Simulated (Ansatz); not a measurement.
Take a 16-atom supercell of SiC (space group P6_3mc, No. 186; a = 3.094 Å, c = 10.129 Å) at its relaxed geometry as the base.

Method: PBE in Ansatz (plane waves to 420 eV, PAW, no spin-orbit coupling).

One neutral defect a cell, atoms relaxed at fixed cell.

One change was made to it. Results:

```tsv
quantity	base	after
largest displacement of a host atom from its site in the perfect cell	–	0.21 Å
pressure	0.0 GPa	-11.2 GPa
```

### Question
Name the change that was made.
(A) C on a Si site (antisite)
(B) Pb on a C site, symmetric start
(C) Re on a Si site

### Answer
A, C on a Si site (antisite). For comparison, the pressure in the other runs: Re on a Si site gives 7.4 GPa; Pb on a C site, symmetric start gives 30.3 GPa.

The magnetic state is the one reached from the starting moments; the real material's order can differ, and small cells can't hold many antiferromagnetic ones. The cell is small, so the values are those of an ordered compound at a high defect concentration; dilute-limit values will differ. The mesh was chosen for an insulator and is coarse for the gapless case. Defects with a symmetric start kept the site's symmetry and may sit on a saddle; the others started slightly shaken. Seeded moments were not kept for C on a Si site (antisite), Re on a Si site and Pb on a C site.

Ansatz is a quantum-chemistry and plane-wave program.
